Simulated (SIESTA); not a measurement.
Band structure of Nb (Im-3m, 1 atom in the cell).

```
CELL_PARAMETERS angstrom
     -1.68370     1.68370     1.68370
      1.68370    -1.68370     1.68370
      1.68370     1.68370    -1.68370
ATOMIC_POSITIONS crystal
  Nb 0.00000 0.00000 0.00000
```

Level of theory: GGA PBE, numerical atomic orbitals DZP, PseudoDojo PBE standard norm-conserving potentials (rewritten from UPF to PSML) in SIESTA.

Settings: XC.functional = GGA; XC.authors = PBE; potentials = PseudoDojo PBE standard; PAO.BasisSize = DZP; PAO.EnergyShift = 0.005 Ry; MeshCutoff = 350 Ry; kgrid.MonkhorstPack = 11 11 11; OccupationFunction = FD; ElectronicTemperature = 0.1 eV; MaxSCFIterations = 150; SCF.Mixer.Method = Pulay; SCF.Mixer.Weight = 0.2; SCF.Mixer.History = 8; SCF.DM.Tolerance = 1.0E-04.

The starting cell comes from a database of computed structures (which also holds hypothetical and non-ambient phases and stackings), without a prior relaxation at this level. Its lattice was rescaled by a random factor within 2.5 % of one. Spin polarisation is off. Values carry the incompleteness of an atom-centred basis.

Levels in eV from the Fermi level, bands 3 to 8:
```
point       3       4      5      6      7     8
-----  ------  ------  -----  -----  -----  ----
Γ      -30.01  -30.01  -5.78   0.32   0.32  0.32
H      -30.77  -30.77  -3.43  -3.43   5.14  5.14
N      -30.35  -30.00  -3.51  -1.54   2.12  3.05
P      -30.56  -30.56  -1.09  -1.09  -1.09  3.77
```

Bands cross the Fermi level along this path, so the cell is metallic at this level.

Higher empty bands are left out: an atom-centred basis made for the valence describes them poorly.
